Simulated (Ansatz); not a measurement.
Checking a run of Ansatz (a quantum-chemistry and plane-wave program) on Al2Pt (Fm-3m, 3 atoms in the cell). The aim is a self-consistent single point with DFT, PBE, plane waves, default PAW files.

Cell that was meant: a = 4.2250 Å, b = 4.2250 Å, c = 4.2250 Å, α = 60.00°, β = 60.00°, γ = 60.00°.

Part of the input:

Ansatz 0.2 input:
```yaml
    - { symbol: Al, position: [0.250000, 0.250000, 0.250000] }
    - { symbol: Al, position: [0.750000, 0.750000, 0.750000] }
    - { symbol: Pt, position: [0.000000, 0.000000, 0.000000] }
basis:
  ecutwfc: 170.0 eV
kpoints:
  mp_grid:
    grid: [13, 13, 13]
```

The program printed (abridged):

```
   [... lines left out ...]
Symmetry: 48 space group operations
Space group: Fm-3m (ITA 225), of the structure as read, at distance tolerance 3.8e-5 Å
k-points: 84 of 2197
Initial density: superposition of atomic densities (neutral atoms: chi_scale 0, normalization atom), corrected by the library's trained network
Initial wavefunctions: pseudopotential atomic-orbital guess
Eigensolver: davidson
Functional: x = pbe(κ = 0.804, μ = 0.2195149727645171), c = pbe(β = 0.06672455060314922)
SCF iter   1: F=—  HF=-13575.924398 eV  |F-HF|=—  |Δ(HF+E_count)|=         —  Δρ=1.74e-1  dr2=1.35e1  ethr=1.77e-3  ⟨swp⟩=5.2  Hψ=6389  notcnv=0
all-band conjugate gradients solve this SCF's bands
preconditioner: auto → Kerker (q_TF=auto, 2.388 Å⁻¹)
SCF iter   2: F=—  HF=-13572.639312 eV  |F-HF|=—  |Δ(HF+E_count)|=    3.29e0  S|Δr|=    0.00e0  Δρ=9.32e-2  dr2=3.70e0  ethr=1.77e-3  ⟨swp⟩=2.0  Hψ=3331  notcnv=0  defer=29
   [... lines left out ...]
SCF iter   6: F=—  HF=-13571.367495 eV  |F-HF|=—  |Δ(HF+E_count)|=   1.10e-4  S|Δr|=    0.00e0  Δρ=1.88e-4  dr2=3.49e-5  ethr=1.21e-6  ⟨swp⟩=2.2  Hψ=1832  notcnv=0  defer=28
SCF iter   7: F=—  HF=-13571.368195 eV  |F-HF|=—  |Δ(HF+E_count)|=   6.99e-4  S|Δr|=    0.00e0  Δρ=3.13e-5  dr2=5.22e-7  ethr=1.45e-7  ⟨swp⟩=2.0  Hψ=1969  notcnv=0  defer=28
SCF iter   8: F=-13571.368195 eV  HF=-13571.368195 eV  |F-HF|=1.54e-8  |Δ(HF+E_count)|=   1.12e-7  S|Δr|=    0.00e0  Δρ=6.84e-6  dr2=2.82e-8  ethr=4.17e-10  ⟨swp⟩=6.2  Hψ=5995  notcnv=0
SCF 1 converged in 8 iterations: F = -13571.368195 eV  dr2 = 2.82e-8
Stability not checked (fill_not_monotonic)
Free energy (F): -13571.368195 eV
Internal energy: -13571.370523 eV  (E = F + TS)
E sigma→0 (E₀):  -13571.368971 eV
Entropy (-TS):   0.002328 eV (0.776 meV/atom)
Fermi energy:    11.312903 eV
--- Forces (eV/Å), atoms counted from 1 ---
  atom   1  Al    -0.00000000    -0.00000000     0.00000000
   [... zero for the other atoms too ...]
--- Stress (GPa, compression-positive) ---
       -3.989914       0.000000      -0.000000
       -0.000000      -3.989914      -0.000000
       -0.000000      -0.000000      -3.989914
  P = ⅓ Tr σ = -3.9899 GPa (-39.899 kbar)
  The stress holds the Pulay correction. Without it, at fixed plane waves, as pw.x and ABINIT print it: P = -320.7019 GPa
```

Question: Is this run sound? If not, what is wrong?

Answer: The run is not sound. The fault is a basis or grid far too coarse for these potentials. The error of an incomplete plane-wave basis or grid does not cancel at such settings. To fix it, restore the cutoff that the potentials need and check convergence. The run converged in 8 iterations without an error; against the sound input the free energy rises by 9.77 eV/atom and the pressure goes from -1.86 to -3.99 GPa. At a fixed set of plane waves, without the program's Pulay estimate, the pressure is -320.70 GPa against -1.91 GPa.

An input that runs soundly differs in these lines (not the only fix; some lines may just follow from the change or write a value another way):
```diff
-basis:
-  ecutwfc: 170.0 eV
```

With that input, the run converged in 6 iterations: free energy E − TS (on the zero of these files) -13600.6671 eV; Fermi level (on the code's own zero) 10.90 eV; pressure -1.86 GPa (DFT, PBE, plane waves, default PAW files).

On the sound input: the starting cell comes from a database of computed structures (which also holds hypothetical and non-ambient phases and stackings), without a prior relaxation at this level. Its lattice was rescaled by a random factor within 2.5 % of one. Spin polarisation is off. Ansatz's pressure includes its estimate of the finite-basis (Pulay) stress.
